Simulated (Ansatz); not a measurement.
MgO under a change: biaxial strain +0.83 %, plane normal [111], relaxed out of plane

Consider MgO in the rock salt structure (space group Fm-3m, No. 225; a = 4.214 Å). Axes: x, y, z lie along the cube axes.

It is then changed as follows: tensile biaxial strain of 0.83 % in the plane normal to [111], as in epitaxy on a mismatched substrate; the out-of-plane cell vector and the atoms relax.

Calculations: PBEsol (Ansatz, an electronic-structure program, PAW, spin-orbit coupling left out). Settings: 13×13×13 k-points, 0.05 eV Fermi–Dirac smearing.

- Volume per atom = 9.48 Å³ (base 9.35 Å³)
- Space group = R-3m (No. 166) (base Fm-3m (No. 225))
- Shortest interatomic distance = 2.117 Å (base 2.107 Å)
- Energy relative to the base (free energy F) = +1.6 meV/atom
- Pressure (mean of the normal stresses, compression positive) = -2.08 GPa (base 0.01 GPa)
- Band gap = 4.43 eV (base 4.62 eV)
- Gap character = direct at Γ (base direct at Γ)
- Electron mass = 0.34 mₑ (at Γ) (base 0.34 mₑ (at Γ))
- Valence-band top at Γ (three highest levels, from the VBM) = 0.00, -0.08, -0.08 eV (base 0.00, 0.00, 0.00 eV)
- Out-of-plane strain = -0.29 %
- Ratio −ε⊥/ε∥ = 0.35
- Mean in-plane stress (compression positive) = -3.1 GPa

Final structure (turned so that z lies along the plane normal):

```
CELL_PARAMETERS angstrom
      3.00455     0.00000     0.00000
      1.50227     2.60201     0.00000
      1.50227    -0.86734     2.42597
ATOMIC_POSITIONS crystal
  Mg 0.00000 0.00000 0.00000
  O  0.00000 0.50000 0.50000
```

Masses are band curvatures over ±0.01 Å⁻¹ around the edge. Stability against distortions was not tested. k-point labels follow each cell's own Brillouin zone.
